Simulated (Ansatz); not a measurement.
Consider the energy of the reaction as written. Reaction: 1/2 cell B + 1/2 F2 (gas) → cell A. Negative: the products are lower in energy.

Cell A: a slab of Co (hcp, P6₃/mmc) cut along (0001), 9 atoms, hexagonal cell of 2.49 Å (5.4 Å²), symmetry P-6m2 within 0.02 Å, 15.0 Å thick under 15 Å of vacuum, in-plane vectors held at the crystal's; planes from bottom to top: F | Co × 7 | F; added, foreign or displaced atoms, above the top plane and below the bottom plane: two times F bound to 3 Co at 1.99 Å; spin state with PBE: parallel moments, net moment 12.7 μB a cell, k-point mesh 21×21×1.
```
Co7F2
1.0
    2.49334     0.00000     0.00000
    1.24667     2.15929     0.00000
    0.00000     0.00000    30.11831
Co F
7 2
Cartesian
  0.00000   0.00000   8.96119
  2.49334   1.43953  11.03204
  0.00000   0.00000  13.03946
  2.49334   1.43953  15.05916
  0.00000   0.00000  17.07886
  2.49334   1.43953  19.08628
  0.00000   0.00000  21.15712
  1.24667   0.71976  22.53529
  1.24667   0.71976   7.58302
```

Cell B: a slab of Co (hcp, P6₃/mmc) cut along (0001), 16 atoms, oblique cell of 4.99 × 2.49 Å (10.8 Å²), symmetry Pmm2 within 0.02 Å, 14.9 Å thick under 15 Å of vacuum, in-plane vectors held at the crystal's; planes from bottom to top: F | Co2 × 7 | F; added, foreign or displaced atoms, above the top plane and below the bottom plane: two times F bound to 3 Co at 1.99–2.06 Å; spin state with PBE: parallel moments, net moment 23.9 μB a cell, k-point mesh 11×21×1.
```xyz
16
Lattice="4.9867 0.0000 0.0000 1.2467 2.1593 0.0000 0.0000 0.0000 30.1183" Properties=species:S:1:pos:R:3 pbc="T T T"
Co    -0.0574     0.0331     8.9627
Co     4.9815     1.4426    11.0244
Co    -0.0144     0.0082    13.0452
Co     4.9722     1.4479    15.0592
Co    -0.0144     0.0082    17.0731
Co     4.9815     1.4426    19.0939
Co    -0.0574     0.0331    21.1556
Co     2.5093    -0.0089     9.0709
Co     2.4778     1.4486    11.0118
Co     2.4808     0.0072    13.0416
Co     2.4804     1.4470    15.0592
Co     2.4808     0.0072    17.0767
Co     2.4778     1.4486    19.1066
Co     2.5093    -0.0089    21.0474
F      1.3494     0.6602    22.5258
F      1.3494     0.6602     7.5925
```

Reference: an isolated F2 molecule (singlet) in a box of 11 × 11 × 13 Å.

Plane-wave PAW calculations with Ansatz (a program for electronic structure), its default PAW set, cutoff 420 eV. The structures are at rest with PBE, within the held lattices. Neutral cells; Fermi-Dirac smearing of at most 0.10 eV in the solids, energies taken to zero width. A dispersion term (D3(BJ), or D4 for r2SCAN) was computed beside these levels and is taken off wherever the name lacks it. Space groups of crystals are read within 0.01 Å. Static lattices, no vibrational contributions. The structures are the rest points that the relaxations reached, not proven lowest. No Hubbard U is applied. No search over spin orders was made beyond those shown. No correction for cell size. The cells' k-point meshes differ in density, so the last digit is unsettled. Cell A has symmetry P-6m2 within 0.02 Å and got no random move, so less symmetric positions, which may lie lower, weren't tried. Cell B has symmetry Pmm2 within 0.02 Å and got no random move, so less symmetric positions, which may lie lower, weren't tried.

Question: Estimate the value that PBE returns for this input.

Answer: -2.07 eV, for 1/2 cell B + 1/2 F2 (gas) → cell A.
